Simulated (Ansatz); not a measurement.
Formation energy of the localised charge states of Si_O in alpha quartz (start: the O site; 243-site cell, Γ-point sampling) against the Fermi level, O-rich (Δμ(O) = 0.00 eV, Δμ(Si) = -8.33 eV; only phases computed here count, gases as isolated molecules at 0 K). All values below come from PBE, PAW (plane waves to 420 eV; Ansatz, a first-principles code).

Charges with a result: +3, +2, +1. Others weren't obtained, and one of them could lie lower, also by skipping a charge.

Details: 243-site cell; Γ-point k-points; host gap 5.68 eV; charged states image-corrected; corrections reach 2.5 eV, so highly charged states may be off by several tenths; flagged in the runs: a host whose relaxation on this sampling wasn't shown to rest, a strain field that reaches the edge of the cell, zone-centre sampling.

| E_F − E_VBM (eV) | q = +3 | q = +2 | q = +1 |
|---|---|---|---|
| 0.00 | 12.09 | 12.97 | 14.17 |
| 0.71 | 14.22 | 14.39 | 14.88 |
| 1.42 | 16.35 | 15.81 | 15.59 |
| 2.13 | 18.48 | 17.23 | 16.30 |
| 2.84 | 20.61 | 18.65 | 17.01 |
| 3.55 | 22.74 | 20.07 | 17.72 |
| 4.26 | 24.87 | 21.49 | 18.43 |
| 4.97 | 27.00 | 22.91 | 19.14 |
| 5.68 | 29.14 | 24.33 | 19.85 |

Crossings of the lowest lines: (+3/+2) at 0.88 eV; (+2/+1) at 1.20 eV.
